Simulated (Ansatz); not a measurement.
AlN (model structure, started from the GeS type, Fm-3m, No. 225, 8 atoms in the cell; like a known high-pressure phase) was calculated with r²SCAN+rVV10 (plane waves, PAW; Ansatz, a program for electronic structure).

Numerical settings: plane-wave cutoff 560 eV, 8×20×16 k mesh (along the axes of the cell as run), Fermi–Dirac smearing 0.05 eV, scalar-relativistic PAW data made under PBE.

Cell (relaxed at this level):

```cif
data_Al4N4
_chemical_formula_sum 'Al4 N4'
_space_group_name_H-M_alt 'P 1'
_space_group_IT_number 1
_cell_length_a 8.06637
_cell_length_b 2.85191
_cell_length_c 2.85191
_cell_angle_alpha 90.000
_cell_angle_beta 90.000
_cell_angle_gamma 90.000
loop_
_space_group_symop_operation_xyz
  'x, y, z'
loop_
_atom_site_label
_atom_site_type_symbol
_atom_site_fract_x
_atom_site_fract_y
_atom_site_fract_z
_atom_site_occupancy
Al1 Al 0.12500 0.25000 0.25000 1
Al2 Al 0.37500 0.75000 0.75000 1
Al3 Al 0.87500 0.75000 0.75000 1
Al4 Al 0.62500 0.25000 0.25000 1
N1 N 0.87500 0.25000 0.25000 1
N2 N 0.62500 0.75000 0.75000 1
N3 N 0.12500 0.75000 0.75000 1
N4 N 0.37500 0.25000 0.25000 1
```

Predict the band gap.


band gap: 5.54 eV (on the SCF k mesh)

Computed values are for the static lattice.

Cost on a shared machine: about 30 core-minutes (a rough figure).

A model structure was made by putting elements into a prototype or built by hand; it is no filed structure, need not be a known phase, and can be a saddle point held by its symmetry.
